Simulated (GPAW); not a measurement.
Input and output of a self-consistent single point for Zn₂GaCuSe₄ (I-42m, 8 atoms in the cell) (GPAW).

Level of theory: LDA (Perdew-Wang 92)+U, GPAW PAW datasets LDA (gpaw-data 1.0.1) (plane waves; GPAW).

```xyz
8
Lattice="-2.8533 2.8533 5.6821 2.8533 -2.8533 5.6821 2.8533 2.8533 -5.6821" Properties=species:S:1:pos:R:3 pbc="T T T"
Zn     0.0000     2.8533     2.8410
Zn     2.8533     0.0000     2.8410
Ga     0.0000     0.0000     5.6821
Cu     0.0000     0.0000     0.0000
Se     1.4195     1.4195    -1.3961
Se    -1.4338     1.4338     7.0782
Se     1.4338     1.4338     4.2860
Se     1.4338    -1.4338     7.0782
```

Reference input (self-consistent single point, DFT LDA (Perdew-Wang 92), plane waves, GPAW PAW datasets LDA (gpaw-data 1.0.1)): mode = pw; ecut = 800 eV; xc = LDA; kpts = 3 3 3; mesh shift (steps) = 0 0 0; occupations.name = fermi-dirac; occupations.width = 0.02 eV; nbands = -6; convergence.density = 1e-05 e/electron; convergence.bands = -4; symmetry.symmorphic = false; symmetry.tolerance = 0.0005. This run's input differs from it in these lines:

```diff
@@ -20,2 +20,3 @@
             xc='LDA',
+            setups={'Zn': ':d,1.0'},
             kpts=(3, 3, 3),
```

Log, with long lists cut:

```
     iter     time        total  log10-change:
                         energy   eigst   dens
iter:   1 --:--:--   -33.833784   +0.70
iter:   2 --:--:--   -33.820443   -0.07  -1.22
iter:   3 --:--:--   -33.326088   -0.91  -1.24
iter:   4 --:--:--   -33.297742   -1.00  -1.35
iter:   5 --:--:--   -33.147203   -1.35  -1.57
   [... 4 lines left out ...]
iter:  10 --:--:--   -33.504611   -2.69  -2.06
iter:  11 --:--:--   -33.192456   -1.81  -2.01
iter:  12 --:--:--   -33.078962   -1.69  -2.23
iter:  13 --:--:--   -33.083689   -1.99  -2.45
iter:  14 --:--:--   -33.080712c  -3.17  -2.73
iter:  15 --:--:--   -33.078239c  -3.38  -2.85
iter:  16 --:--:--   -33.078943c  -3.75  -2.97
iter:  17 --:--:--   -33.078202c  -4.09  -2.99
iter:  18 --:--:--   -33.078321c  -4.10  -3.06
   [... 6 lines left out ...]
iter:  25 --:--:--   -33.078047c  -5.05  -4.08
iter:  26 --:--:--   -33.078039c  -6.53  -4.25
iter:  27 --:--:--   -33.078037c  -6.89  -4.36
iter:  28 --:--:--   -33.078036c  -7.38  -4.43
iter:  29 --:--:--   -33.078035c  -7.48c -4.49
iter:  30 --:--:--   -33.078034c  -7.17  -4.80
iter:  31 --:--:--   -33.078034c  -7.62c -4.92
iter:  32 --:--:--   -33.078034c  -7.71c -5.16c
Converged after 32 iterations.

Dipole moment: (-0.000000, -0.000000, 0.000004) |e|*Ang

Energy contributions relative to reference atoms: (reference = -459403.651120)

Kinetic:        +31.787270
Potential:      -30.357801
External:        +0.000000
XC:             -34.551683
Entropy (-ST):   -0.000022
Local:           +0.044191
SIC:             +0.000000
--------------------------
Free energy:    -33.078045
Extrapolated:   -33.078034

Showing only first 2 kpts
 Kpt  Band  Eigenvalues  Occupancy
  0    29      3.92179    1.99992
  0    30      3.98220    1.99834
  0    31      4.26412    0.00182
  0    32      6.23610    0.00000

  1    29      3.34659    2.00000
  1    30      3.72542    2.00000
  1    31      5.87471    0.00000
  1    32      6.66990    0.00000

Fermi level: 4.12409

Gap: 0.282 eV
Transition (v -> c):
   [... lines left out ...]
  2 Ga    0.00000    0.00000    0.00000
  3 Cu    0.00000   -0.00000    0.00000
  4 Se   -0.07336   -0.07336   -0.02317
  5 Se   -0.07336    0.07336    0.02317
  6 Se    0.07336    0.07336   -0.02317
  7 Se    0.07336   -0.07336    0.02317

Stress tensor:
     0.033046     0.000000     0.000000
     0.000000     0.033046    -0.000000
     0.000000    -0.000000     0.033647
Stress (GPa, Voigt): [ 5.2946  5.2946  5.3909 -0.      0.      0.    ]
```

The run converged in 32 iterations. GPAW prints stress with tension positive. Against the reference run the pressure stays at -5.33 GPa, the largest force goes from 0.111 to 0.106 eV/Å and the gap on the mesh goes from 0.262 to 0.282 eV.

The starting cell comes from a database of computed structures (which also holds hypothetical and non-ambient phases and stackings), without a prior relaxation at this level. Spin polarisation is off. The U value is a test value, and with U on an open shell several self-consistent states can exist. With a pressure of about -5 GPa the cell is away from its equilibrium volume at this level.

Cost on one core of a shared machine: roughly 70 s.
